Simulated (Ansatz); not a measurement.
System: Cu3Sn (Fm-3m, No. 225, 4 atoms in the cell; start mp-838). Method: r²SCAN (Ansatz, a first-principles code, PAW).

Excerpt of the program's output:

```
WARN output.stress: scf.convergence.dr2_threshold = 1e-7 eV (the SCF's general default) is looser than the 4e-10 eV advised for a printed stress (1e-10 eV for …
Relaxation: its limit of steps is 80 (relax.max_steps)
Crystal: 4 atoms, lattice volume = 57.464 Å³
Basis set: ecut = 560 eV, 1759 PW (Γ), exchange–correlation on 108×108×108 points (27 copies of the dense FFT grid, shifted against one another)
Bands: 43, of which v1, the nominal top of the filled ones, is band 36 counted from 1 (35 counted from 0)
Symmetry: 48 space group operations
Space group: Fm-3m (ITA 225), of the structure as read, at distance tolerance 3.9e-5 Å
k-points: 145 of 4096
Initial density: superposition of atomic densities (chi_scale 0.1, normalization cell, long waves kept (reshape's long-wave potential 0.00 eV rms))
Functional: x = r2scan, c = r2scan; τ floored in thin density (d = 2e-4 eV/Å³)
SCF iter   1: F=—  HF=-25933.381053 eV  |F-HF|=—  |Δ(HF+E_count)|=         —  Δρ=1.51e-1  dr2=8.72e0  dr2_τ=1.71e-2
SCF iter   2: F=—  HF=-25932.572029 eV  |F-HF|=—  |Δ(HF+E_count)|=   8.09e-1  Δρ=5.93e-2  dr2=7.18e-1  dr2_τ=8.99e-2
  ...
SCF 1 converged in 13 iterations: F = -25932.107015 eV  dr2 = 2.46e-8
relax step   1: F+E_penalty+E_count = -25932.10701550 eV  Δ(F+E_penalty+E_count) = +0.000e0 eV  max|allowed force component| = 2.602e-18 eV/Å  Δτ_max = 0.0000 Å  (13 SCF iters, accepted)
Crystal: 4 atoms, lattice volume = 57.464 Å³
Initial density: handed on by an earlier stage of this run
SCF iter   1: F=—  HF=-25932.107015 eV  |F-HF|=—  |Δ(HF+E_count)|=         —  Δρ=1.14e-5  dr2=2.46e-8  dr2_τ=7.86e-10
SCF iter   2: F=-25932.107016 eV  HF=-25932.107016 eV  |F-HF|=2.49e-9  |Δ(HF+E_count)|=   1.94e-8  Δρ=6.73e-6  dr2=1.57e-8  dr2_τ=2.84e-10
SCF 2 converged in 2 iterations: F = -25932.107016 eV  dr2 = 1.57e-8
SCF converged after 2 iterations
Free energy (F): -25932.107016 eV
Internal energy: -25932.099058 eV  (E = F + TS)
E sigma→0 (E₀):  -25932.103037 eV
Fermi energy:    15.816111 eV
--- Forces (eV/Å), atoms counted from 1 ---
  atom   1  Cu     0.00000000    -0.00000000     0.00000000
  atom   2  Cu     0.00000000    -0.00000000    -0.00000000
  atom   3  Cu     0.00000000     0.00000000     0.00000000
  atom   4  Sn     0.00000000     0.00000000     0.00000000
--- Stress (GPa, compression-positive) ---
       -2.376169       0.000000       0.000000
        0.000000      -2.376169      -0.000000
        0.000000       0.000000      -2.376169
  P = ⅓ Tr σ = -2.3762 GPa (-23.762 kbar)
```

Write an input file that could have produced this run (the log leaves some choices open).

This is not unique; one that fits is 
Ansatz 0.2 input:
```yaml
crystal:
  lattice:
    - [0.0, 3.0628149864, 3.0628149864]
    - [3.0628149864, 0.0, 3.0628149864]
    - [3.0628149864, 3.0628149864, 0.0]
  atoms:
    - { symbol: Cu, position: [0.5, 0.5, 0.5] }
    - { symbol: Cu, position: [0.75, 0.75, 0.75] }
    - { symbol: Cu, position: [0.25, 0.25, 0.25] }
    - { symbol: Sn, position: [0.0, 0.0, 0.0] }
basis:
  ecutwfc: 560
  ecutrho_ratio: 4
  xc_grid: 3
kpoints:
  mp_grid: { grid: [16, 16, 16] }
hamiltonian:
  xc: r2scan
  dispersion: none
  pseudopotentials: { azcp: { folder: ./paw }, kind: paw }
scf:
  occupations: { method: fermi_dirac, width: 0.05 }
output:
  forces: true
  stress: true
  eigenvalues: true
relax:
  f_tol: 0.004
  escape_saddle: false
  max_steps: 80
```

The cell is one volume of an energy–volume scan, off the minimum.

The PAW data were made under PBE.

Note: the run has no spin polarisation, so it can have missed a magnetic state. Note: the relaxation could not lower the start's symmetry, so the cell can be a saddle point above a distorted one.

It cost roughly 90 core-seconds of CPU time.

A start named mp-… is a Materials Project structure, which need not be a measured phase.
